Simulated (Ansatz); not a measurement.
Report: rocksalt MgS (Fm-3m), biaxial stress in the (001) plane

Cell and atoms are relaxed with PBEsol to each stress (compression positive); bands and masses by PBEsol with spin-orbit coupling, rigid bands (plane waves, PAW; Ansatz, a quantum-chemistry and plane-wave program). Strains are changes of length against the unloaded cell.

Space group Fm-3m (No. 225); a = 5.1819 Å, b = 5.1819 Å, c = 5.1819 Å, α = 90.00°, β = 90.00°, γ = 90.00°

```
atom  site  symmetry       x       y       z
----  ----  --------  ------  ------  ------
Mg      4a      m-3m  0.0000  0.0000  0.0000
S       4b      m-3m  0.5000  0.5000  0.5000
```
(The calculation used a cell of 2 atoms; values per cell refer to that cell.)

| stress (GPa) | strain [001] (%) | strain [100] (%) | gap (eV) | mₑ* [001] | mₑ* [100] | mₕ* [001] | mₕ* [100] |
|---|---|---|---|---|---|---|---|
| -2.00 | -0.67 | 1.27 | 2.570 | 0.50 | 0.31 | 1.31 | 1.09 |
| -1.00 | -0.32 | 0.61 | 2.634 | 0.44 | 0.32 | 1.29 | 1.15 |
| 0 | 0 | 0 | 2.697 | 0.35 | 0.35 | 1.19 | 1.19 |
| 1.00 | 0.31 | -0.56 | 2.681 | 0.31 | 0.38 | 1.11 | 1.19 |
| 2.00 | 0.59 | -1.08 | 2.667 | 0.31 | 0.39 | 0.97 | 1.17 |

[001] is the normal of the loaded plane; [010] strains as [100]. Masses are conductivity masses at 300 K in electron masses.

### Question
From the two loads next to zero, find the biaxial modulus and the ratio of out-of-plane to in-plane strain.

### Answer
Between -1.00 and 1.00 GPa the strain along [100] changes by -1.17 % and that along [001] by 0.63 %. The modulus is 2.00/0.0117 = 171 GPa and the ratio of the strains 0.54 (PBEsol, atoms relaxed). For a cubic (001) plane the ratio is 2C₁₂/C₁₁ and the modulus C₁₁ + C₁₂ − 2C₁₂²/C₁₁, which gives C₁₁ ≈ 152 GPa and C₁₂ ≈ 41 GPa.

### Question
Is the response still linear at the largest tension?

### Answer
The modulus predicts 1.17 % at -2.00 GPa; the table has 1.27 %, so the crystal is softer there.

### Question
How fast does the gap move on either side of zero load?

### Answer
Under tension, (2.634 − 2.697) eV over -1.00 GPa = 63 meV/GPa, or about -10 eV per unit strain; under compression, (2.667 − 2.697) eV over 2.00 GPa = -15 meV/GPa, or about 2.8 eV per unit strain. The two slopes part by 78 meV/GPa; gaps are resolved to about 0.01 eV, which allows 15 meV/GPa, so they differ, even in sign: the gap has a turning point near zero load.

Masses are those of dilute carriers in rigid bands with one relaxation time, without polarons. Third decimals of gaps are kept for the arithmetic. Every relaxation keeps the rocksalt phase (space group I4/mmm under this load), so a transition, a distortion that breaks the symmetry or fracture can't show.
